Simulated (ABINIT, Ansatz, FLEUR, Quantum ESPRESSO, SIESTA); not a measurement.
**Tc2N (P6_3/mmc, 6 atoms in the cell) computed with different codes at matched settings**

Self-consistent single point, at a second geometry (lattice scaled by 0.98). First geometry:

```yaml
crystal:
  lattice:
    - [2.82470, 0.00000, 0.00000]
    - [-1.41235, 2.44626, 0.00000]
    - [0.00000, 0.00000, 9.68079]
  atoms:
    - { symbol: Tc, position: [0.33333, 0.66667, 0.39245] }
    - { symbol: Tc, position: [0.66667, 0.33333, 0.60755] }
    - { symbol: Tc, position: [0.66667, 0.33333, 0.89245] }
    - { symbol: Tc, position: [0.33333, 0.66667, 0.10755] }
    - { symbol: N, position: [0.33333, 0.66667, 0.75000] }
    - { symbol: N, position: [0.66667, 0.33333, 0.25000] }
```

Shared settings, as Ansatz (an electronic-structure program) writes them: kpoints.mp_grid.grid = 11 11 3; scf.occupations.method = gaussian; scf.occupations.width = 0.1 eV. Potentials and cutoffs stand in the table.

```json
[
 {"code": "Quantum ESPRESSO", "model": "LDA (PZ), GBRV 1.5 ultrasoft (LDA) pseudopotentials", "ΔF from the first geometry (meV/atom)": "-3.6", "pressure (GPa)": "11.36", "largest force (eV/Å)": "0.138", "cutoff": "40 Ry"},
 {"code": "Ansatz", "model": "LDA (PW92), PAW files", "ΔF from the first geometry (meV/atom)": "-4.6", "pressure (GPa)": "11.40", "largest force (eV/Å)": "0.152", "cutoff": "default"},
 {"code": "FLEUR", "model": "LDA (Perdew-Zunger), all-electron FLAPW (FLEUR), scalar-relativistic valence", "ΔF from the first geometry (meV/atom)": "–", "pressure (GPa)": "–", "largest force (eV/Å)": "0.203", "cutoff": "Kmax 4.5 1/bohr"},
 {"code": "SIESTA", "model": "LDA PW92, numerical atomic orbitals DZP, PseudoDojo LDA standard norm-conserving potentials (rewritten from UPF to PSML)", "ΔF from the first geometry (meV/atom)": "26.0", "pressure (GPa)": "19.81", "largest force (eV/Å)": "0.081", "cutoff": "grid 300 Ry"},
 {"code": "ABINIT", "model": "LDA (PW92), norm-conserving pseudopotentials (PseudoDojo nc-sr-04 LDA standard)", "ΔF from the first geometry (meV/atom)": "-2.2", "pressure (GPa)": "12.14", "largest force (eV/Å)": "0.119", "cutoff": "88 Ry"}
]
```

A dash marks a value that a program does not give, or that is left out as unsure.

On Ansatz's run: spin polarisation is off.

The spread over the programs that give each value: ΔF from the first geometry within 30.6 meV/atom; pressure within 8.45 GPa; largest force within 0.122 eV/Å.

SIESTA uses small atom-centred bases, whose incompleteness enters pressures, forces and empty levels differently from a plane-wave cutoff. FLEUR treats all electrons, but the usual bases taken here (sphere radii, linearisation, local orbitals, empty states) were not tested for convergence, so the values are no reference for the others. Ansatz's pressure is given at a fixed set of plane waves, as the other plane-wave codes print theirs; with its correction for the finite basis it is 11.47 GPa. The same LDA comes in different parametrisations, which differ slightly. In the pressure, SIESTA (by 8.41) lies more than 1 GPa from the median of the plane-wave programs. In the force vectors, SIESTA (by 0.219) lies more than 0.08 eV/Å from the median of the plane-wave programs.

The starting cell comes from a database of computed structures (which also holds hypothetical and non-ambient phases and stackings), without a prior relaxation at this level. For this run, on top of that: lattice scaled by 0.98.

Left out of this page: Elk (not drawn, or without a comparable value).

Keys are those of Ansatz 0.2.
